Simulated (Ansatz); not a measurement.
System: interstitial Na in diamond (charge state +1). The step: a direct jump of one Na atom; the atom moves 1.55 Å along (0.25, -0.25, -0.25) of the unit cell; the moving atom starts with neighbours 4 C at 1.73, 6 C at 1.91 Å and ends with 4 C at 1.73, 6 C at 1.91 Å. DFT values are from Ansatz (plane-wave PAW, 420 eV unless said) in a cell of 64 host sites, spin-restricted, static, with no finite-size correction. The host's phase is taken as given; its stability against other phases was not computed. The charge state is imposed; whether it is stable for some Fermi level was not computed. Sites that were not tried may lie lower. For the PBE band: the program found a first-order saddle point.

```csv
Level,Forward barrier (eV),Cost of the band or of the saddle's single point
"PBE, a 2×2×2 k-point mesh shifted by half a step, band relaxed",2.01,around 40 core-minutes (rough)
"PBE, a 3×3×3 k-point mesh shifted by half a step, same geometries",2.01,roughly 60 core-seconds
"r2SCAN at 500 eV, a 2×2×2 k-point mesh shifted by half a step, same geometries",2.10,about 40 core-seconds (a rough figure)
```

Ansatz is an electronic-structure program.
